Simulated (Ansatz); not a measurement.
The reference is InP in the zinc blende structure (space group F-43m, No. 216; a = 5.907 Å).

Calculations: r2SCAN in Ansatz (plane waves to 500 eV, PAW, spin-orbit coupling left out).

Before the change:

The band gap is 1.03 eV. The hole mass is 0.073, 0.44, 0.44 mₑ (at Γ).

It is then changed as follows: an isotropic linear strain of +0.50 %; the atoms relax in the strained cell.

Q: What happens to the band gap?

A: The band gap decreases by 0.09 eV (1.03 eV → 0.94 eV).

Q: Predict the new energy relative to the base.

A: The energy grows by 1.2 meV/atom.

Q: What does the calculation give for the hole mass after the change?

A: The hole mass (degenerate bands, along [100]) changes from 0.073, 0.44, 0.44 mₑ (at Γ) to 0.068, 0.45, 0.45 mₑ (at Γ).

Effective masses come from finite differences of ±0.01 Å⁻¹. Stability against distortions was not tested.

Ansatz is a quantum-chemistry and plane-wave program.
